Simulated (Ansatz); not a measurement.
Amorphous In24O39Lu2, 65 atoms at 6.53 g/cm³, one PBE-relaxed geometry, zone centre. Methods: PBE, scalar-relativistic without spin-orbit coupling (Ansatz, a first-principles code); r2SCAN, scalar-relativistic without spin-orbit coupling (Ansatz); HSE06, scalar-relativistic without spin-orbit coupling (Ansatz). Plane waves to 420 eV (r2SCAN 500 eV); exact exchange is cut at the cell's faces. At PBE the levels at the filled edge of the gap are localised (band-tail or defect states). All rungs ran without spin polarisation.

The cell was made by melting and quenching with the CHGNet potential and then relaxed with DFT. O atoms were pushed apart under 1.9 Å during the dynamics, to hinder bonds among them. The hot cell started wider than the set density and was brought back towards it in steps. It is the lowest in DFT energy of 2 quenches. It is a model cell: composition and starting density were chosen by hand, and all elements were melted together. No dispersion term was used. Its density started from a set value of 6.73 and ended at 6.53 g/cm³. The quench (nominally 280 K/ps over its main leg) was far faster than any real one, so the model tends to hold more defects than a real film. A cell of this size samples the disorder only roughly. Volume and shape were free in the relaxation.

The relaxation ran on the zone centre alone. At PBE the level gap is 0.63 eV on a 2×2×2 Γ-centred mesh, and the spacing at the zone centre alone 0.64 eV.

What zone-centre spacing does r2SCAN give, roughly?

1.09 eV (+0.45 eV against PBE).

What zone-centre spacing does HSE06 give, roughly?

2.08 eV (+1.44 eV against PBE).

The highest filled and the lowest empty state spread over these numbers of atoms (participation numbers): PBE: 6.7 and 61.2; r2SCAN: 8.8 and 60.2; HSE06: 10.7 and 59.9.
